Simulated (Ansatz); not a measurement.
Base system: TlCl in the CsCl type structure (space group Pm-3m, No. 221).

```yaml
crystal:
  lattice:
    - [3.76921, 0.00000, 0.00000]
    - [0.00000, 3.76921, 0.00000]
    - [0.00000, 0.00000, 3.76921]
  atoms:
    - { symbol: Tl, position: [0.00000, 0.00000, 0.00000] }
    - { symbol: Cl, position: [0.50000, 0.50000, 0.50000] }
```

Level of theory: Ansatz (an electronic-structure program) PBEsol, no spin-orbit coupling.

Strains are applied to the cell and any free atomic positions relax.

One change was made to it. Results:

```csv
quantity,base,after
mean gap deformation potential ΔEg/Δln V,–,+3.0 eV
"valley order (the lowest conduction-band minima on the path, energy above the VBM, named in the base's zone)",X along ⟨100⟩ 1.79 eV; R along ⟨111⟩ 2.19 eV,X along ⟨100⟩ 1.57 eV; R along ⟨111⟩ 1.82 eV
pressure,-0.01 GPa,2.77 GPa
```

What was done to the base?
A. isotropic strain +1.50 %
B. isotropic strain −2.50 %
C. isotropic strain −1.00 %
D. isotropic strain −1.50 %

B, isotropic strain −2.50 %. For comparison, the valley order in the other runs: isotropic strain −1.00 % gives X along ⟨100⟩ 1.71 eV; R along ⟨111⟩ 2.05 eV; isotropic strain +1.50 % gives X along ⟨100⟩ 1.92 eV; R along ⟨111⟩ 2.38 eV; isotropic strain −1.50 % gives X along ⟨100⟩ 1.66 eV; R along ⟨111⟩ 1.97 eV.

With Tl present, leaving out spin-orbit coupling can change the band edges. Semilocal Kohn–Sham gaps tend to fall short of experiment. No phonon test of stability was made.
